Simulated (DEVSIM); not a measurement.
# illuminated Si n-on-p cell, one wavelength, with a back-surface field

Structure: illuminated Si n-on-p cell, one wavelength, with a back-surface field, at 250 K.

| layer (left to right) | material | thickness (μm) | Nd (cm⁻³) | Na (cm⁻³) | τn (s) | τp (s) | absorption coefficient (cm⁻¹) |
|---|---|---|---|---|---|---|---|
| 1 | Si | 0.0920 | 1.2e18 | - | 0.00017 | 2e-5 | 140 |
| 2 | Si | 33.0 | - | 2.2e15 | 0.00017 | 0.00017 | 140 |
| 3 | Si | 0.450 | - | 6.2e18 | 0.00017 | 0.00017 | 140 |

Left contact: ohmic, minority hole recombination velocity 100 cm/s. Right contact: ohmic, minority electron recombination velocity 30 cm/s. Voltage is applied to the left contact. Recombination: SRH at mid-gap, radiative, Auger. Gap narrowing is on: ΔEg = 6.92 meV × (l + √(l² + 0.5)), l = ln(N/1.3e17 cm⁻³), shared equally by both band edges. Light enters at the left, 2.8e16 photons cm⁻² s⁻¹, one pass, no reflection. Mobility is μmin + (μ − μmin)/(1 + (N/Nref)^α).

Constants are typed, rounded textbook-type inputs, not results; the design itself was drawn at random and stands for no fabricated device. Values at 300 K; Nc and Nv go as T^1.5, mobilities as T to minus their exponent, the gap by Varshni's rule with the affinity fixed.

```tsv
parameter	Si
gap (eV)	1.124
affinity (eV)	4.05
permittivity	11.7
Nc (cm⁻³)	2.86e19
Nv (cm⁻³)	3.1e19
μn (cm²/Vs)	1417
μp (cm²/Vs)	470
μn,min	52
μp,min	45
Nref,n	9.7e16
Nref,p	2.2e17
αn	0.68
αp	0.72
T exponent of μn	2.3
T exponent of μp	2.2
B (cm³/s)	4.7e-15
Cn (cm⁶/s)	2.8e-31
Cp (cm⁶/s)	9.9e-32
Varshni α (eV/K)	0.000473
Varshni β (K)	636
```

DEVSIM, 1D drift-diffusion, Boltzmann statistics, complete ionisation; no tunnelling, impact ionisation, image-force lowering or self-heating.

The potential step across the device at zero bias comes out as 1.002 V. The dark forward voltage at 1 A/cm² comes out as 0.892 V and the dark forward voltage at 100 A/cm² is 0.981 V. The short-circuit current comes out as 1.68 mA/cm². The open-circuit voltage is 0.714 V and the fill factor comes out as 0.86. The largest power is 1.03 mW/cm² and the share of generated pairs collected at short circuit is 1.000.

Dark forward current:

(V (V), J (A/cm²)): (-0.05, -4.2e-13); (-0.10, -1.7e-12); (-0.15, -6.1e-12); (-0.20, -2.1e-11); (-0.25, -7.1e-11); (-0.30, -2.5e-10); (-0.35, -9.3e-10); (-0.40, -4.0e-9); (-0.45, -2.2e-8); (-0.50, -1.6e-7); (-0.55, -1.4e-6); (-0.60, -1.3e-5); (-0.65, -0.00012); (-0.70, -0.0010); (-0.75, -0.0053); (-0.80, -0.025); (-0.85, -0.16); (-0.90, -1.4); (-0.95, -18); (-1.00, -290); (-1.05, -3400)

Current under light (generator sign):

| V (V) | J (mA/cm²) |
|---|---|
| 0.00 | 1.68 |
| 0.10 | 1.68 |
| 0.22 | 1.68 |
| 0.32 | 1.68 |
| 0.44 | 1.68 |
| 0.56 | 1.68 |
| 0.58 | 1.68 |
| 0.60 | 1.67 |
| 0.62 | 1.65 |
| 0.64 | 1.60 |
| 0.66 | 1.49 |
| 0.68 | 1.22 |
| 0.70 | 0.661 |
| 0.72 | -0.396 |
